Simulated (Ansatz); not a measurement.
SiC with two functionals

Take SiC in the zinc blende structure (space group F-43m, No. 216; a = 4.380 Å) as the base.

(Cell as relaxed with PBE.)

Levels (all Ansatz, a quantum-chemistry and plane-wave program, PAW): PBE (420 eV, no spin-orbit coupling); PBEsol (420 eV, scalar-relativistic without spin-orbit coupling).

Each level relaxes its own structure.

| quantity | PBE | PBEsol |
|---|---|---|
| volume per atom | 10.50 Å³ | … |
| lattice parameter a | 4.380 Å | … |
| band gap | 1.37 eV | … |
| gap character | indirect, Γ → X | … |
| electron mass | 0.68 mₑ along k, 0.23 mₑ across | … |
| hole mass (degenerate bands, along [100]) | 0.36, 0.59, 0.59 mₑ | … |

Question: What does PBEsol give?

Answer: 
- volume per atom, PBEsol: 10.34 Å³
- lattice parameter a, PBEsol: 4.357 Å
- band gap, PBEsol: 1.24 eV
- gap character, PBEsol: indirect, Γ → X
- electron mass, PBEsol: 0.62 mₑ along k, 0.22 mₑ across
- hole mass (degenerate bands, along [100]), PBEsol: 0.37, 0.59, 0.59 mₑ

PBE's volume per atom lies 0.16 Å³ above PBEsol's (1.6 %); PBE's lattice parameter a lies 0.023 Å above PBEsol's (0.5 %); PBE's band gap lies 0.13 eV above PBEsol's; the two agree on the gap character. Neither level is exact; PBEsol is the comparison here, not a measurement.

Masses are band curvatures over ±0.01 Å⁻¹ around the edge. Along k means along the line from Γ to the band edge. Stability against distortions was not tested.
